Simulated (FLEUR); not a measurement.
A self-consistent single point of MnO (Fm-3m, 4 atoms in the cell) with FLEUR.

Computed with FLEUR with PBEsol, all-electron FLAPW (FLEUR), scalar-relativistic valence.

```yaml
crystal:
  lattice:
    - [4.37340, 2.18670, 2.18670]
    - [2.18670, 4.37340, 2.18670]
    - [2.18670, 2.18670, 4.37340]
  atoms:
    - { symbol: Mn, position: [0.00000, 0.00000, 0.00000], spin: 5.0 }
    - { symbol: Mn, position: [0.50000, 0.50000, 0.50000], spin: -5.0 }
    - { symbol: O, position: [0.25000, 0.25000, 0.25000] }
    - { symbol: O, position: [0.75000, 0.75000, 0.75000] }
```
(The spins are starting values, not results.)

Reference input (self-consistent single point, DFT, PBE, all-electron FLAPW (FLEUR), scalar-relativistic valence): Kmax = 4.3 1/bohr; GmaxXC = 17.2 1/bohr; xcFunctional = pbe; jspins = 2; l_soc = F; mode = hist; fermiSmearingEnergy = 0.00036749 Htr; mesh (inpgen div1-3) = 7 7 7; inpgen gamma flag = false; Gmax = 17.2 1/bohr; numbands = 0; maxIterBroyd = 99. This run's input differs from it in these lines:

```diff
@@ -16,2 +16,3 @@
 &comp jspins=2 /
+&exco xctyp='PBEs' /
 &kpt div1=7 div2=7 div3=7 /
@@ -28,3 +29,3 @@
       <coreElectrons ctail="T" frcor="F" kcrel="0" coretail_lmax="0"/>
-      <xcFunctional name="pbe" relativisticCorrections="F"/>
+      <xcFunctional name="PBEs" relativisticCorrections="F"/>
       <magnetism jspins="2"/>
```

Output, abridged:

```
 Iteration:     1   Distance:      19.80238459 me/bohr^3
 Iteration:     2   Distance:      16.71269976 me/bohr^3
 Iteration:     3   Distance:       8.12305391 me/bohr^3
 Iteration:     4   Distance:       7.19100284 me/bohr^3
 Iteration:     5   Distance:       3.64605375 me/bohr^3
   [... 8 lines left out ...]
 Iteration:    14   Distance:       0.00033921 me/bohr^3
 Iteration:    15   Distance:       0.00026643 me/bohr^3
 Iteration:    16   Distance:       0.00001820 me/bohr^3
 Iteration:    17   Distance:       0.00000639 me/bohr^3
 Run finished successfully
 Stop message:
   Structural relaxation: Done

[file out, last iteration]
             iter=     18
[...]
          total density-effective poten   -3.9085098384E+03
          total charge density-energy d   -1.1915093551E+02
 Updated energy parameters for spin:           1
 Updated energy parameters for spin:           2
[...]
 fermi energy and band-weighting factors:
    0.953495

[...]
FERMIE:
          first approx. to ef    (T=0)  :   0.338098 htr   (energy of the highest occ. eigenvalue)
          number of occ. states  (T=0)  :       1848
          first approx. to seigv (T=0)  : -23.668818 htr
          sum of weights of occ. states :  42.000000
          sum of semicore charge        :   0.000000 e
FERHIS:  Fermi-Energy by histogram:
          bandgap                     :   0.034215 htr
   [... lines left out ...]
          charge neutrality (T=0)     :   0.000000    (zero if the highest occ. eigenvalue is "entirely" occupied)
 Direct bandgap for spin            1 :    4.2849215412920805E-002  Htr
 Direct bandgap for spin            2 :    4.2849215744522662E-002  Htr
 ---->    free energy=                     -2465.1369648280 htr
   [... lines left out ...]
 TOTAL FORCE FOR ATOM TYPE=  1  X=  0.000   Y=  0.000   Z=  0.000
                       FX_TOT= 0.000000 FY_TOT= 0.000000 FZ_TOT= 0.000000
 TOTAL FORCE FOR ATOM TYPE=  2  X=  8.265   Y=  8.265   Z=  8.265
                       FX_TOT= 0.000000 FY_TOT= 0.000000 FZ_TOT= 0.000000
 TOTAL FORCE FOR ATOM TYPE=  3  X=  4.132   Y=  4.132   Z=  4.132
                       FX_TOT= 0.000000 FY_TOT= 0.000000 FZ_TOT= 0.000000
 Structural relaxation: Done
```

The run converged in 17 iterations. FLEUR gives forces in its relaxation mode, with a further iteration, so its stop message speaks of a relaxation. Against the reference run the gap on the mesh goes from 1.053 to 0.931 eV.

The starting cell has typed, rounded lattice constants, without a prior relaxation at this level. Its lattice was rescaled by a random factor within 2.5 % of one. The magnetic order is the one reached from the typed start; others were not searched systematically. Values depend on the basis (sphere radii, cutoffs, local orbitals), which need not be converged.

Cost on one core of a shared machine: roughly 5 min.
